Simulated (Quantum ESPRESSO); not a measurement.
A working Quantum ESPRESSO input for BaSn₅ (P6/mmm, 6 atoms in the cell) (DFT, PBEsol, plane waves, GBRV 1.5 ultrasoft (PBESOL) pseudopotentials):

```fortran
&CONTROL
  calculation = 'scf'
  prefix = 'scf'
  outdir = './tmp'
  pseudo_dir = './'
  tprnfor = .true.
  tstress = .true.
/
&SYSTEM
  ibrav = 4
  A = 5.387350024
  C = 7.313060000
  nat = 6
  ntyp = 2
  ecutwfc = 40
  ecutrho = 200
  occupations = 'smearing'
  smearing = 'mp'
  degauss = 0.019992
/
&ELECTRONS
  conv_thr = 1.0e-11
  mixing_beta = 0.7
/
ATOMIC_SPECIES
Ba   137.3270  ba_pbesol_v1.uspp.F.UPF
Sn   118.7100  sn_pbesol_v1.4.uspp.F.UPF
ATOMIC_POSITIONS {bohr}
Ba    0.000000000    0.000000000    6.909840266
Sn    5.090308041    2.938890718   11.000327507
Sn    0.000000000    5.877781436    2.819353025
Sn    0.000000000    5.877781436   11.000327507
Sn    5.090308041    2.938890718    2.819353025
Sn    0.000000000    0.000000000    0.000000000
K_POINTS {automatic}
5 5 3  0 0 0
```

The run converged in 13 iterations: free energy E − TS -11767.0503 eV; Fermi level (on the code's own zero) 10.02 eV; pressure -2.02 GPa; largest force (vector length) 0.179 eV/Å. Each of these slips is then made, one at a time:

(1)
```diff
-  ecutwfc = 40
-  ecutrho = 200
+  ecutwfc = 8
+  ecutrho = 40
```

(2)
```diff
-  ecutwfc = 40
+  ecutwfc = 40.0
-Sn    0.000000000    0.000000000    0.000000000
+Sn    0,000000000    0,000000000    0,000000000
```

What happens in each case?


(1) A basis or grid far too coarse for these potentials. The run converged in 13 iterations without an error; against the sound input the free energy rises by 97.4 eV/atom, the pressure goes from -2.02 to -1782 GPa and the largest force goes from 0.179 to 2.670 eV/Å.

(2) Decimal commas. The program stopped before any SCF iteration.
```
Error in routine card_atomic_positions (1):
Error while parsing atomic position card.
```

The starting cell comes from a database of computed structures (which also holds hypothetical and non-ambient phases and stackings), without a prior relaxation at this level.

Left out of this page: 5 runs of the series outside the window shown, repeating another row's setting, or not comparable.
